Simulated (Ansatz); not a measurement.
Base system: Hf in the hcp (Mg type) structure (space group P6_3/mmc, No. 194; a = 3.158 Å, c = 5.004 Å; relaxed with 0.1 eV smearing). Axes: x lies along a and z along c of the hexagonal cell.

Level of theory: DFT with PBEsol, PAW potentials and a 420 eV plane-wave cutoff in Ansatz (an electronic-structure program), scalar-relativistic without spin-orbit coupling.

Before the change:

* **Shortest interatomic distance**: 3.096 Å
* **Band gap**: zero

Perturbation: tensor shear ε_xz = +2.00 % (engineering shear γ = 0.0400); the atoms relax in the strained cell.

Q: How does this affect the energy relative to the base, stress, shortest interatomic distance and band gap?

A: The energy increases by 5.2 meV/atom; the stress (xx, yy, zz, yz, xz, xy; compression positive) is (0.0, -0.1, 0.1, 0.0, -1.9, 0.0) GPa; the shortest interatomic distance shrinks by 0.0495 Å (3.096 Å → 3.047 Å); the band gap is still zero.

Whether these cells are dynamically stable was not tested. The final runs are not spin-polarised.
